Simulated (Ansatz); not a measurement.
A computed series for LiNbO3: pressure series

Take LiNbO$_{3}$ (space group R3c, No. 161) as the base.

```xyz
10
Lattice="2.5673 1.4822 4.6084 -2.5673 1.4822 4.6084 0.0000 -2.9644 4.6084" Properties=species:S:1:pos:R:3 pbc="T T T"
Li     0.0000     0.0000     9.7134
Li     0.0000     0.0000     2.8008
Nb     0.0000     0.0000    13.6173
Nb     0.0000     0.0000     6.7047
O     -0.6434     1.4347     8.1207
O      1.5642    -0.1601     8.1207
O     -0.9208    -1.2745     8.1207
O      1.0031     1.3221     5.8165
O      0.6434    -1.5298     5.8165
O     -1.6465     0.2077     5.8165
```

Cell and atoms are relaxed at each pressure.

Computed with PBEsol (Ansatz, an electronic-structure program), spin-orbit coupling left out.

Notes on the quantities. band gap: an upper bound: an edge found on the path is not a true extremum; the base alone.

```
variant          band gap     density
---------------  --------  ----------
base              3.51 eV  4.67 g/cm³
pressure 30 GPa   3.62 eV  5.60 g/cm³
pressure 45 GPa   3.53 eV  6.00 g/cm³
pressure 60 GPa   3.00 eV  6.56 g/cm³
```

Load acts through the strain it causes; cell and atoms are relaxed under it. Stability against distortions was not tested. Competing high-pressure phases were not computed.
